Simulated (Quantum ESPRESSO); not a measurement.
## How a calculation on ZnS (P6_3mc, 20 atoms in the cell) responds to its settings

```xyz
20
Lattice="3.8861 0.0000 0.0000 -1.9431 3.3655 0.0000 0.0000 0.0000 31.7870" Properties=species:S:1:pos:R:3 pbc="T T T"
Zn     1.9431     1.1218     6.3574
Zn     0.0000     2.2437    22.2509
Zn     0.0000     0.0000    25.4296
Zn     0.0000     0.0000     9.5361
Zn     1.9431     1.1218    28.6083
Zn     0.0000     2.2437    12.7148
Zn     0.0000     2.2437     3.1819
Zn     1.9431     1.1218    19.0754
Zn     0.0000     0.0000     0.0032
Zn     0.0000     0.0000    15.8967
S      1.9431     1.1218     8.7383
S      0.0000     2.2437    24.6318
S      0.0000     0.0000     2.3840
S      0.0000     0.0000    18.2776
S      1.9431     1.1218    21.4563
S      0.0000     2.2437     5.5627
S      0.0000     0.0000    27.8105
S      0.0000     0.0000    11.9170
S      0.0000     2.2437    15.1020
S      1.9431     1.1218    30.9956
```

Base run A: Quantum ESPRESSO with PBE, PSlibrary PAW (PBE) pseudopotentials, self-consistent single point.

Its settings: ecutwfc = 50 Ry; ecutrho = 300 Ry; occupations = smearing; smearing = gauss; degauss = 0.0036749 Ry; potentials = {Zn: Zn.pbe-dn-kjpaw_psl.1.0.0.UPF, S: S.pbe-n-kjpaw_psl.1.0.0.UPF}; K_POINTS = automatic 5 5 1 0 0 0; conv_thr = 1e-10 Ry; mixing_beta = 0.7.

The starting cell comes from a database of computed structures (which also holds hypothetical and non-ambient phases and stackings), without a prior relaxation at this level. Its lattice was rescaled by a random factor within 2.5 % of one.

ΔF is the free energy per atom less that of run A. 

Run A gave: pressure (GPa) -2.76; largest force (eV/Å) 0.015; gap on the mesh (eV) 1.878.

Runs:
- B: lattice scaled by 0.97
- C: lattice scaled by 0.97; ecutwfc: 50 Ry → 30 Ry; ecutrho: 300 Ry → 180 Ry
- D: lattice scaled by 0.985; ecutwfc: 50 Ry → 30 Ry; ecutrho: 300 Ry → 180 Ry

### Question
What does run B change against A?

### Answer
The free energy goes up by 13.2 meV/atom, the pressure goes from -2.76 to 4.01 GPa, the largest force goes from 0.015 to 0.024 eV/Å and the gap on the mesh goes from 1.878 to 2.277 eV.

### Question
What does run C change against A?

### Answer
The free energy goes up by 540 meV/atom, the pressure goes from -2.76 to -29.13 GPa, the largest force goes from 0.015 to 0.024 eV/Å and the gap on the mesh goes from 1.878 to 2.324 eV.

```
run  ΔF (meV/atom)  pressure (GPa)  largest force (eV/Å)  gap on the mesh (eV)
---  -------------  --------------  --------------------  --------------------
A             0.00           -2.76                 0.015                 1.878
B             13.2            4.01                 0.024                 2.277
C            539.8          -29.13                 0.024                 2.324
D            517.2          -31.09                 0.021                 2.113
```
